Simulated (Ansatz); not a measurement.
Response to strain in BaTiO3

The parent structure is BaTiO3 in the cubic perovskite structure (space group Pm-3m, No. 221; a = 3.9699 Å). Axes: x, y, z lie along the cube axes.

Strains are applied to the cell and any free atomic positions relax; under biaxial strain the out-of-plane vector relaxes too.

Level of theory: PBEsol in Ansatz (plane waves to 420 eV, PAW, no spin-orbit coupling).

```csv
"biaxial strain, plane normal [111], relaxed out of plane (%)",band gap (eV)
0,1.82
0.5,1.77
1,?
1.5,1.69
2,1.64
2.5,1.60
```

Fit E_g = E₀ + Dε (ε in %) to the rows shown and predict the withheld row.

Least squares on the printed values gives E₀ = 1.82 eV, D = -87.4 meV per % of strain (largest residual 0.00 eV); this predicts 1.73 eV, and the run gives 1.73 eV, in agreement.

Whether these cells are dynamically stable was not tested. The final runs are not spin-polarised. Many cubic perovskites are stable only at high temperature; tilts and polar distortions were not tested. This is not the structure that BaTiO3 has at room temperature and ambient pressure.

Ansatz is a first-principles code.
